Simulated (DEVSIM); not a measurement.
Structure: Co/HfO2/p-Si capacitor, at 300 K.

```tsv
layer (left to right)	material	thickness (nm)	Na (cm⁻³)
1	HfO2	2.10	-
2	Si	370	2.4e18
```

Metal gate on the left, work function 5 eV. Fixed charge at the semiconductor interface -2e10 cm⁻² (in units of +e); no interface traps.

Constants are typed, rounded textbook-type inputs, not results; the design itself was drawn at random and stands for no fabricated device. Values at 300 K.

```csv
parameter,HfO2,Si
gap (eV),5.7,1.124
affinity (eV),2.5,4.05
permittivity,22,11.7
Nc (cm⁻³),-,2.86e19
Nv (cm⁻³),-,3.1e19
```

Simulated with DEVSIM: 1D Poisson equation in equilibrium, Boltzmann statistics, complete ionisation; no quantum confinement or tunnelling. Metal contacts follow the ideal Schottky-Mott rule: no Fermi-level pinning, no interface dipoles.

The fixed charge was swept, all else fixed.

| fixed charge (cm^-2) | flat-band voltage (V) |
|---|---|
| -2.13e13 | 0.26 |
| -1.07e13 | 0.08 |
| -2e10 | -0.11 |
| 1.06e13 | -0.29 |
| 2.13e13 | -0.48 |

From the first row to the last the flat-band voltage goes from 0.26 to -0.48.
